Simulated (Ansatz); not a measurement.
A computed series for MgS: response to strain

Start from MgS in the rock salt structure (space group Fm-3m, No. 225; a = 5.129 Å). Axes: x, y, z lie along the cube axes.

Strains are applied to the cell and any free atomic positions relax.

Method: LDA (Ansatz, a program for electronic structure), no SOC.

Candidates:
(a) uniaxial strain ε_zz = −0.50 %
(b) uniaxial strain ε_zz = +0.50 %
(c) uniaxial strain ε_zz = −2.50 %

Before the change:

Smallest direct gap: 3.83 eV

Question: Order them by smallest direct gap, highest first.

Answer: (c) uniaxial strain ε_zz = −2.50 % (4.00 eV), (a) uniaxial strain ε_zz = −0.50 % (3.86 eV), (b) uniaxial strain ε_zz = +0.50 % (3.77 eV)

No phonon test of stability was made.
